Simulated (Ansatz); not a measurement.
Cost and result by functional for the adsorption energy of CH3 on the 1x1 (110) surface of bcc W, one in a 2x2 cell, started at the site 'bridge W-W (span 2.8 Å)', in Ansatz (plane waves, PAW). Single points on the PBE structure, on one kind of machine; costs are rough ratios of the slab run's core time (references not counted) to the cheapest single point. r2SCAN's cost holds its higher cutoff (500 against 420 eV). Differences are taken against r2SCAN for comparison alone: no measured value is at hand, so the table doesn't rank accuracy.

Set-up: 20 atoms, 6.6 Å thick at the start under the adsorbate (thin: gaps and levels are the slab's own); mesh 6x6x1; 0.1 eV smearing; dipole correction on; 8 atoms held, the rest relaxed; no symmetry held; no spin, no spin-orbit, no U, no dispersion correction. At the end it is bonded to 3 W. In PBE it is, or lies within 0.03 eV of, the lowest of the starts that converged. These notes are the PBE run's. Adsorption energies are against CH4(g) − ½ H2(g). A negative adsorption energy means that the adsorbate is more stable on the surface than in its reference.

```
functional                     relative cost  adsorption energy (eV)  less r2SCAN (eV)
-----------------------------  -------------  ----------------------  ----------------
RPBE                                       1                    0.29              0.46
r2SCAN                                     2                   -0.18              0.00
PBE (the relaxed run's value)              –                   -0.01              0.17
```

The values span 0.46 eV, while the single points' costs differ by a factor of roughly 2. Differences are of unrounded values.

Ansatz is an electronic-structure program.
